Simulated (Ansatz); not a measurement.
**Random Si-Ge alloy, 4x4x4 cubic cells, lattice parameter by Vegard's rule**

Prepared with LAMMPS with Tersoff's 1989 multicomponent potential (SiCGe.tersoff): minimisation. Geometry as solved with Ansatz (a program for electronic structure) with PBE, support functions at accuracy medium on the grid of 370 eV.

```xyz
512
Lattice="22.77 0.00 0.00 0.00 22.77 0.00 0.00 0.00 22.77" Properties=species:S:1:pos:R:3 pbc="T T T"
Si     0.01     0.02     0.02
Si     1.37     1.40     1.40
Ge     2.81     2.79     0.01
Ge     4.23     4.27     1.43
Ge     2.80     0.02     2.81
Ge     4.24     1.42     4.29
Ge    -0.02     2.86     2.78
Ge     1.43     4.29     4.23
Ge     0.02     0.03     5.73
Si     1.40     1.46     7.16
Ge     2.80     2.84     5.74
Ge     4.25     4.25     7.20
Ge     2.86     0.07     8.54
Si     4.30     1.46     9.95
Si     0.06     2.87     8.55
Si     1.43     4.29     9.91
Ge     0.00     0.00    11.39
Ge     1.43     1.45    12.80
Ge     2.84     2.87    11.31
Ge     4.26     4.27    12.79
Ge     2.87    -0.03    14.21
Ge     4.26     1.41    15.67
Si     0.03     2.85    14.22
Ge     1.42     4.25    15.64
Ge     0.04     0.00    17.11
Si     1.45     1.38    18.53
Ge     2.83     2.83    17.13
Si     4.26     4.28    18.48
Si     2.82    -0.01    19.90
Ge     4.24     1.39    21.30
Ge     0.02     2.79    19.91
Ge     1.41     4.25    21.34
Ge    -0.04     5.65     0.03
Ge     1.42     7.08     1.45
Ge     2.84     8.54     0.01
Ge     4.23    10.01     1.45
Si     2.85     5.68     2.84
Ge     4.23     7.09     4.27
Ge    -0.03     8.52     2.87
Ge     1.42     9.97     4.27
Ge     0.01     5.73     5.68
Si     1.43     7.08     7.14
Ge     2.81     8.52     5.74
Ge     4.23    10.00     7.15
Si     2.79     5.69     8.54
Ge     4.23     7.09     9.95
Ge     0.03     8.51     8.53
Ge     1.46     9.98     9.96
Ge     0.06     5.70    11.38
Si     1.45     7.13    12.80
Ge     2.87     8.55    11.44
Si     4.30     9.95    12.85
Ge     2.85     5.74    14.22
Si     4.28     7.15    15.61
Ge     0.04     8.55    14.21
Si     1.44     9.97    15.62
Ge    -0.01     5.68    17.07
Ge     1.43     7.13    18.47
Ge     2.85     8.56    17.00
Ge     4.23    10.01    18.49
Ge     2.86     5.67    19.90
Ge     4.27     7.11    21.34
Ge     0.00     8.55    19.92
Ge     1.46    10.00    21.32
Ge     0.01    11.40    -0.01
Ge     1.44    12.81     1.45
Ge     2.84    14.24    -0.02
Ge     4.24    15.69     1.44
Si     2.83    11.39     2.87
Ge     4.24    12.81     4.26
Ge     0.02    14.30     2.86
Si     1.45    15.69     4.26
Ge    -0.02    11.41     5.70
Ge     1.42    12.83     7.15
Ge     2.83    14.29     5.70
Si     4.25    15.67     7.13
Si     2.83    11.41     8.55
Ge     4.26    12.77     9.97
Si    -0.02    14.25     8.51
Ge     1.42    15.63     9.91
Ge     0.04    11.42    11.39
Si     1.46    12.80    12.82
Ge     2.83    14.21    11.40
Ge     4.26    15.69    12.83
Ge     2.87    11.39    14.24
Si     4.27    12.83    15.64
Ge     0.06    14.21    14.22
Ge     1.46    15.70    15.67
Ge     0.04    11.37    17.06
Ge     1.44    12.82    18.52
Ge     2.92    14.25    17.09
Si     4.34    15.63    18.51
Si     2.85    11.41    19.91
Ge     4.28    12.85    21.27
Si     0.00    14.22    19.91
Ge     1.36    15.66    21.33
Si    -0.03    17.08    -0.01
Ge     1.41    18.44     1.42
Ge     2.83    19.90    -0.03
Ge     4.26    21.33     1.41
Si     2.83    17.07     2.88
Si     4.23    18.45     4.24
Ge    -0.01    19.90     2.85
Ge     1.42    21.34     4.28
Ge     0.00    17.03     5.68
Ge     1.46    18.45     7.12
Ge     2.88    19.89     5.67
Ge     4.27    21.35     7.12
Si     2.87    17.03     8.52
Ge     4.26    18.42     9.96
Ge     0.03    19.91     8.53
Ge     1.46    21.36     9.97
Ge     0.02    17.06    11.38
Ge     1.45    18.47    12.84
Ge     2.89    19.92    11.41
Si     4.29    21.32    12.82
Si     2.87    17.09    14.25
Ge     4.26    18.52    15.65
Ge     0.01    19.90    14.28
Ge     1.47    21.31    15.69
Si     0.02    17.08    17.08
Ge     1.44    18.48    18.47
Si     2.87    19.90    17.09
Ge     4.26    21.30    18.54
Ge     2.88    17.03    19.88
Ge     4.31    18.50    21.29
Ge    -0.01    19.88    19.95
Ge     1.40    21.39    21.34
Ge     5.71    -0.07    -0.07
Ge     7.10     1.40     1.38
Ge     8.51     2.87    -0.04
Ge     9.97     4.27     1.40
Ge     8.53    -0.02     2.82
Ge     9.94     1.41     4.28
Ge     5.68     2.84     2.84
Ge     7.11     4.26     4.28
Ge     5.71     0.04     5.73
Si     7.08     1.47     7.17
Ge     8.51     2.83     5.74
Ge     9.99     4.30     7.11
Ge     8.50     0.03     8.54
Ge     9.98     1.40    10.00
Si     5.71     2.84     8.59
Si     7.11     4.23     9.94
Ge     5.64     0.01    11.40
Ge     7.13     1.41    12.82
Ge     8.54     2.88    11.39
Si     9.95     4.27    12.81
Ge     8.59    -0.02    14.24
Si     9.99     1.38    15.67
Ge     5.68     2.84    14.23
Ge     7.12     4.26    15.65
Ge     5.68    -0.04    17.08
Ge     7.12     1.40    18.51
Ge     8.57     2.80    17.05
Ge     9.97     4.26    18.50
Ge     8.53    -0.05    19.94
Ge     9.97     1.42    21.33
Ge     5.68     2.88    19.90
Si     7.09     4.26    21.33
Ge     5.71     5.66    -0.02
Ge     7.12     7.12     1.42
Ge     8.56     8.54    -0.01
Ge    10.01     9.94     1.45
Ge     8.57     5.70     2.86
Ge    10.03     7.12     4.29
Ge     5.67     8.54     2.85
Ge     7.11     9.98     4.28
Ge     5.67     5.68     5.73
Ge     7.11     7.13     7.14
Ge     8.55     8.54     5.70
Ge     9.95     9.97     7.15
Ge     8.53     5.68     8.58
Si     9.94     7.10     9.98
Ge     5.68     8.57     8.58
Si     7.10     9.97     9.99
Ge     5.71     5.66    11.34
Ge     7.08     7.14    12.81
Ge     8.53     8.55    11.35
Ge     9.95     9.97    12.81
Ge     8.55     5.69    14.21
Ge     9.98     7.11    15.66
Si     5.65     8.54    14.23
Ge     7.06     9.97    15.62
Ge     5.63     5.70    17.05
Ge     7.09     7.12    18.48
Ge     8.53     8.55    17.06
Ge     9.97    10.00    18.48
Ge     8.50     5.66    19.93
Ge     9.98     7.10    21.31
Ge     5.67     8.56    19.91
Ge     7.11     9.98    21.33
Ge     5.67    11.41    -0.02
Ge     7.14    12.85     1.37
Si     8.52    14.27    -0.05
Ge     9.92    15.65     1.40
Ge     8.54    11.40     2.83
Ge     9.97    12.82     4.27
Ge     5.69    14.24     2.82
Ge     7.11    15.68     4.25
Ge     5.68    11.42     5.72
Si     7.09    12.82     7.12
Ge     8.50    14.22     5.71
Ge     9.95    15.66     7.12
Ge     8.46    11.40     8.55
Ge     9.90    12.83    10.00
Ge     5.67    14.24     8.52
Ge     7.09    15.64    10.02
Ge     5.72    11.37    11.44
Si     7.13    12.84    12.81
Si     8.50    14.22    11.42
Ge     9.95    15.65    12.79
Ge     8.52    11.44    14.23
Si     9.94    12.81    15.66
Ge     5.71    14.23    14.25
Si     7.10    15.64    15.67
Ge     5.68    11.46    17.08
Si     7.09    12.86    18.49
Ge     8.51    14.22    17.05
Ge     9.94    15.66    18.49
Ge     8.51    11.44    19.89
Ge     9.95    12.85    21.35
Si     5.73    14.26    19.89
Si     7.11    15.61    21.32
Ge     5.72    17.04    -0.03
Ge     7.16    18.49     1.40
Si     8.51    19.92    -0.04
Ge     9.95    21.29     1.39
Si     8.54    17.07     2.82
Ge     9.97    18.47     4.20
Ge     5.66    19.87     2.85
Ge     7.10    21.33     4.28
Ge     5.63    17.07     5.68
Ge     7.10    18.48     7.11
Ge     8.55    19.89     5.68
Ge     9.95    21.34     7.13
Ge     8.52    17.07     8.58
Ge     9.98    18.48    10.02
Ge     5.68    19.90     8.56
Ge     7.10    21.35     9.98
Si     5.68    17.07    11.40
Ge     7.05    18.50    12.82
Ge     8.55    19.94    11.44
Si     9.99    21.36    12.80
Ge     8.48    17.05    14.24
Ge     9.96    18.49    15.63
Si     5.65    19.94    14.21
Ge     7.10    21.30    15.62
Ge     5.71    17.07    17.09
Si     7.09    18.51    18.52
Ge     8.52    19.88    17.10
Ge    10.00    21.34    18.48
Ge     8.48    17.08    19.93
Ge     9.94    18.55    21.31
Si     5.74    19.91    19.91
Si     7.12    21.27    21.32
Ge    11.39    -0.02    -0.01
Ge    12.81     1.43     1.41
Ge    14.21     2.88    -0.05
Ge    15.62     4.29     1.43
Ge    14.25    -0.02     2.83
Ge    15.69     1.40     4.28
Ge    11.39     2.86     2.87
Ge    12.84     4.32     4.29
Ge    11.39    -0.02     5.68
Ge    12.83     1.42     7.11
Ge    14.29     2.88     5.71
Si    15.71     4.29     7.10
Ge    14.24    -0.01     8.56
Ge    15.67     1.47     9.93
Ge    11.39     2.84     8.54
Ge    12.81     4.29     9.96
Si    11.36    -0.03    11.41
Ge    12.77     1.40    12.81
Ge    14.22     2.85    11.40
Ge    15.67     4.24    12.87
Ge    14.24     0.03    14.28
Si    15.68     1.44    15.68
Ge    11.33     2.84    14.24
Ge    12.84     4.22    15.69
Si    11.37     0.01    17.05
Ge    12.83     1.39    18.45
Si    14.27     2.80    17.06
Ge    15.59     4.27    18.49
Si    14.22    -0.01    19.88
Ge    15.62     1.39    21.31
Ge    11.44     2.86    19.92
Si    12.84     4.31    21.29
Ge    11.44     5.68    -0.03
Ge    12.84     7.12     1.46
Ge    14.26     8.55    -0.01
Ge    15.73     9.97     1.41
Si    14.24     5.71     2.85
Ge    15.68     7.09     4.26
Si    11.41     8.52     2.85
Ge    12.80     9.94     4.25
Si    11.42     5.71     5.71
Si    12.79     7.08     7.10
Ge    14.21     8.49     5.70
Ge    15.65     9.94     7.12
Ge    14.25     5.70     8.48
Ge    15.65     7.12     9.96
Ge    11.37     8.46     8.55
Ge    12.80     9.95     9.95
Ge    11.34     5.70    11.40
Ge    12.81     7.12    12.82
Ge    14.26     8.58    11.42
Si    15.69    10.00    12.79
Ge    14.25     5.70    14.28
Si    15.61     7.16    15.67
Ge    11.40     8.56    14.25
Ge    12.86     9.95    15.69
Ge    11.44     5.70    17.12
Si    12.87     7.11    18.50
Si    14.24     8.49    17.09
Ge    15.64     9.91    18.49
Si    14.20     5.70    19.90
Ge    15.66     7.10    21.29
Ge    11.42     8.53    19.87
Ge    12.81     9.99    21.34
Ge    11.40    11.42     0.02
Si    12.81    12.81     1.42
Ge    14.23    14.21     0.02
Ge    15.67    15.66     1.42
Ge    14.23    11.40     2.81
Ge    15.63    12.85     4.27
Ge    11.42    14.24     2.83
Si    12.83    15.62     4.28
Ge    11.39    11.38     5.70
Ge    12.84    12.85     7.10
Si    14.22    14.27     5.67
Ge    15.69    15.63     7.07
Ge    14.24    11.39     8.53
Ge    15.71    12.79     9.97
Ge    11.37    14.24     8.56
Ge    12.80    15.67    10.00
Ge    11.37    11.39    11.38
Ge    12.81    12.79    12.84
Ge    14.25    14.22    11.41
Ge    15.65    15.66    12.84
Ge    14.31    11.39    14.26
Si    15.63    12.84    15.71
Ge    11.36    14.21    14.27
Ge    12.83    15.62    15.70
Ge    11.42    11.45    17.06
Si    12.85    12.85    18.47
Si    14.27    14.22    17.11
Si    15.66    15.59    18.50
Ge    14.23    11.42    19.88
Ge    15.70    12.81    21.34
Ge    11.42    14.23    19.88
Ge    12.82    15.66    21.34
Ge    11.36    17.09    -0.02
Ge    12.80    18.50     1.43
Ge    14.26    19.89    -0.04
Ge    15.71    21.28     1.44
Ge    14.22    17.05     2.87
Ge    15.72    18.47     4.25
Si    11.37    19.90     2.80
Ge    12.78    21.30     4.21
Ge    11.40    17.04     5.65
Ge    12.81    18.49     7.09
Ge    14.25    19.91     5.65
Ge    15.67    21.36     7.08
Ge    14.24    17.07     8.53
Ge    15.62    18.53     9.99
Ge    11.39    19.91     8.56
Ge    12.80    21.34    10.03
Si    11.40    17.08    11.43
Si    12.78    18.49    12.78
Si    14.18    19.89    11.43
Ge    15.60    21.32    12.81
Ge    14.18    17.10    14.22
Ge    15.61    18.51    15.71
Ge    11.39    19.93    14.18
Ge    12.79    21.35    15.69
Ge    11.40    17.09    17.08
Ge    12.83    18.54    18.52
Si    14.21    19.94    17.09
Ge    15.62    21.37    18.47
Ge    14.30    17.06    19.91
Si    15.67    18.49    21.33
Si    11.39    19.93    19.90
Ge    12.82    21.34    21.28
Ge    17.08     0.00     0.00
Ge    18.52     1.47     1.39
Si    19.93     2.90     0.01
Si    21.28     4.28     1.43
Ge    19.92     0.00     2.84
Ge    21.35     1.43     4.27
Ge    17.09     2.87     2.85
Ge    18.52     4.34     4.27
Si    17.09    -0.01     5.68
Ge    18.45     1.43     7.09
Ge    19.92     2.86     5.70
Ge    21.40     4.25     7.14
Ge    19.92     0.01     8.52
Ge    21.38     1.45     9.93
Si    17.05     2.88     8.49
Ge    18.48     4.23     9.93
Ge    17.05     0.00    11.39
Ge    18.47     1.43    12.86
Ge    19.92     2.84    11.39
Ge    21.39     4.25    12.82
Ge    19.93     0.00    14.27
Ge    21.40     1.45    15.64
Si    17.05     2.81    14.28
Ge    18.45     4.27    15.63
Si    17.04     0.02    17.07
Ge    18.46     1.40    18.48
Ge    19.91     2.84    17.06
Ge    21.33     4.25    18.51
Ge    19.91    -0.01    19.94
Ge    21.34     1.43    21.41
Ge    17.08     2.87    19.94
Si    18.51     4.23    21.38
Ge    17.10     5.67    -0.01
Ge    18.51     7.11     1.47
Ge    19.89     8.55    -0.01
Ge    21.34     9.97     1.41
Si    19.96     5.70     2.85
Si    21.33     7.08     4.24
Si    17.08     8.52     2.85
Ge    18.48     9.95     4.23
Si    17.07     5.68     5.70
Ge    18.49     7.09     7.09
Ge    19.93     8.49     5.63
Ge    21.33     9.93     7.10
Ge    19.93     5.68     8.54
Ge    21.33     7.14     9.99
Ge    17.12     8.56     8.57
Si    18.51     9.97    10.02
Ge    17.07     5.67    11.38
Ge    18.50     7.15    12.77
Si    19.90     8.58    11.36
Ge    21.34     9.95    12.77
Ge    19.92     5.70    14.21
Ge    21.34     7.13    15.65
Ge    17.02     8.55    14.22
Ge    18.47     9.97    15.65
Ge    17.01     5.73    17.06
Ge    18.45     7.13    18.54
Ge    19.90     8.55    17.09
Ge    21.32    10.00    18.52
Ge    19.88     5.66    19.96
Ge    21.34     7.11    21.35
Si    17.06     8.56    19.92
Ge    18.47    10.00    21.32
Si    17.11    11.42     0.00
Si    18.48    12.81     1.39
Ge    19.89    14.22     0.00
Ge    21.31    15.71     1.42
Ge    19.89    11.42     2.80
Ge    21.33    12.85     4.26
Ge    17.13    14.24     2.84
Si    18.51    15.69     4.25
Ge    17.06    11.39     5.68
Ge    18.48    12.82     7.13
Ge    19.91    14.29     5.70
Si    21.38    15.62     7.11
Ge    19.90    11.36     8.57
Ge    21.37    12.84     9.93
Si    17.06    14.22     8.52
Ge    18.47    15.64     9.91
Si    17.09    11.33    11.38
Ge    18.46    12.77    12.80
Ge    19.90    14.22    11.37
Ge    21.35    15.63    12.82
Ge    19.92    11.37    14.22
Ge    21.36    12.81    15.65
Ge    17.06    14.22    14.29
Si    18.49    15.63    15.67
Ge    17.04    11.41    17.08
Ge    18.48    12.83    18.54
Ge    19.92    14.25    17.08
Ge    21.41    15.66    18.49
Si    19.90    11.41    19.92
Ge    21.33    12.82    21.30
Si    17.05    14.26    19.91
Ge    18.47    15.66    21.32
Ge    17.09    17.14     0.01
Si    18.51    18.49     1.47
Ge    19.94    19.86     0.02
Ge    21.37    21.35     1.40
Si    19.86    17.08     2.85
Ge    21.28    18.48     4.27
Si    17.12    19.87     2.84
Ge    18.48    21.31     4.27
Si    17.12    17.03     5.65
Ge    18.51    18.47     7.05
Si    19.90    19.91     5.67
Ge    21.32    21.31     7.08
Ge    19.96    17.04     8.49
Ge    21.35    18.49     9.95
Ge    17.08    19.91     8.52
Ge    18.51    21.35     9.96
Ge    17.07    17.08    11.38
Ge    18.50    18.48    12.84
Ge    19.93    19.91    11.40
Ge    21.35    21.33    12.83
Ge    19.90    17.04    14.29
Ge    21.33    18.49    15.73
Ge    17.06    19.92    14.26
Ge    18.49    21.35    15.72
Ge    17.06    17.01    17.09
Ge    18.52    18.49    18.49
Si    19.90    19.92    17.10
Ge    21.33    21.32    18.50
Ge    19.98    17.09    19.94
Si    21.37    18.47    21.38
Ge    17.04    19.91    19.91
Ge    18.50    21.30    21.35
```
